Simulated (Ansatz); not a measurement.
## Response to strain in SrAlSi

Start from SrAlSi (space group P-6m2, No. 187; a = 4.242 Å, c = 4.641 Å; a cell from a computed database, its experimental status unchecked; relaxed with 0.1 eV smearing). Axes: x lies along a and z along c of the hexagonal cell.

Strains are applied to the cell and any free atomic positions relax; under biaxial strain the out-of-plane vector relaxes too; under stress the whole cell relaxes.

Method: PBEsol (Ansatz, a quantum-chemistry and plane-wave program), without spin-orbit coupling.

Notes on the quantities. energy relative to the base: free energy F.

```json
[
 {"case": "base", "energy relative to the base": "0 meV/atom", "volume per atom": "24.11 Å³", "space group": "P-6m2 (No. 187)"},
 {"case": "biaxial strain −1.61 %, plane normal [001], relaxed out of plane", "energy relative to the base": "–", "volume per atom": "?", "space group": "P-6m2 (No. 187)"},
 {"case": "isotropic strain +1.87 %", "energy relative to the base": "+13 meV/atom", "volume per atom": "25.48 Å³", "space group": "P-6m2 (No. 187)"},
 {"case": "uniaxial strain ε_yy = −2.80 %", "energy relative to the base": "?", "volume per atom": "23.43 Å³", "space group": "Amm2 (No. 38)"},
 {"case": "uniaxial stress, 2 GPa tension along z", "energy relative to the base": "?", "volume per atom": "24.70 Å³", "space group": "P-6m2 (No. 187)"},
 {"case": "tensor shear ε_xz = −3.17 %", "energy relative to the base": "+13 meV/atom", "volume per atom": "24.08 Å³", "space group": "C2 (No. 5)"}
]
```

Some entries are withheld; estimate them.


- biaxial strain −1.61 %, plane normal [001], relaxed out of plane, volume per atom: 23.58 Å³
- uniaxial strain ε_yy = −2.80 %, energy relative to the base: +8.7 meV/atom
- uniaxial stress, 2 GPa tension along z, energy relative to the base: +4.9 meV/atom

Stability under load was not tested beyond the relaxation. All final runs are without spin polarisation. An odd electron count without spin: SrAlSi.
